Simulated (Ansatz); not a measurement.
System: Li₂MnO₃ (C2/m, No. 12). Method: rVV10 (Ansatz, an electronic-structure program, PAW).

Settings: plane-wave cutoff 520 eV, 8×8×8 k mesh, Fermi–Dirac smearing 0.01 eV, spin-polarised with parallel moments, scalar-relativistic PAW data made under PBE.

The volume scan:

```json
[
 {"V (Å³/atom)": "8.106", "E − E_lowest (meV/atom)": "5.35"},
 {"V (Å³/atom)": "8.275", "E − E_lowest (meV/atom)": "1.28"},
 {"V (Å³/atom)": "8.444", "E − E_lowest (meV/atom)": "0.00"},
 {"V (Å³/atom)": "8.613", "E − E_lowest (meV/atom)": "1.21"},
 {"V (Å³/atom)": "8.781", "E − E_lowest (meV/atom)": "4.66"}
]
```

**Question.** Estimate the bulk modulus and its pressure derivative from these points.

**Answer.** V0 = 8.443 Å³/atom, B0 = 118 GPa, B′ = 4.5 (fit to the energies at full precision).

Shape and atoms are relaxed at each volume.

Note: the magnetic order was assumed, not searched for or taken from measurement; the relaxation could not lower the start's symmetry, so the cell can be a saddle point above a distorted one; without U or exact exchange, gaps and moments of open d shells tend to come out too small; the bulk modulus comes from volumes at which shape and atoms were relaxed.

The computed numbers hold no vibrational or temperature effects.
